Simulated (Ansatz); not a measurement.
## Relaxation of the atoms of Ta₃PC₂ (P6_3/mmc, 12 atoms in the cell) at several settings

```
Ta3PC2
1.0
    3.10716     0.00000     0.00000
   -1.55358     2.69088     0.00000
    0.00000     0.00000    17.90139
Ta P C
6 2 4
Direct
  0.00000   0.00000   0.00000
  0.00000   0.00000   0.50000
  0.33333   0.66667   0.13500
  0.66667   0.33333   0.63500
  0.66667   0.33333   0.86500
  0.33333   0.66667   0.36500
  0.00000   0.00000   0.25000
  0.00000   0.00000   0.75000
  0.33333   0.66667   0.57250
  0.66667   0.33333   0.07250
  0.66667   0.33333   0.42750
  0.33333   0.66667   0.92750
```

Base: revPBE, default PAW files made with PBE run with Ansatz (a first-principles code). Its settings: basis.ecutwfc = 420 eV; kpoints.mp_grid.grid = 10 10 2; hamiltonian.xc = revpbe; hamiltonian.pseudopotentials = {kind: paw} (the program's default PAW files); scf.occupations.method = gaussian; scf.occupations.width = 0.1 eV. Starting volume 12.47 Å³ per atom.

Each line gives the change from the base single point and the result:

- atoms moved at random; relax: default → atoms; relax.f_tol: default → 0.03 eV/Å: pressure 6.66 GPa; largest force (vector length) 0.006 eV/Å; relaxation steps 4; free energy against the base single point -128.2 meV/atom.
- atoms moved at random; scf.convergence.dr2_threshold: default (1e-07 eV) → 0.001 eV; relax: default → atoms; relax.f_tol: default → 0.03 eV/Å: pressure 6.67 GPa; largest force (vector length) 0.023 eV/Å; relaxation steps 4; free energy against the base single point -128.2 meV/atom.
- relax: default → atoms: pressure 6.66 GPa; largest force (vector length) 0.005 eV/Å; relaxation steps 5; free energy against the base single point -128.2 meV/atom.

The starting cell was generated: these elements placed on a structure prototype, without a prior relaxation; it need not be a known phase or ordering of this composition. Spin polarisation is off. In the base run, forces exceed 1 eV/Å. Ansatz's pressure includes its estimate of the finite-basis (Pulay) stress.

Keys are those of Ansatz 0.2.
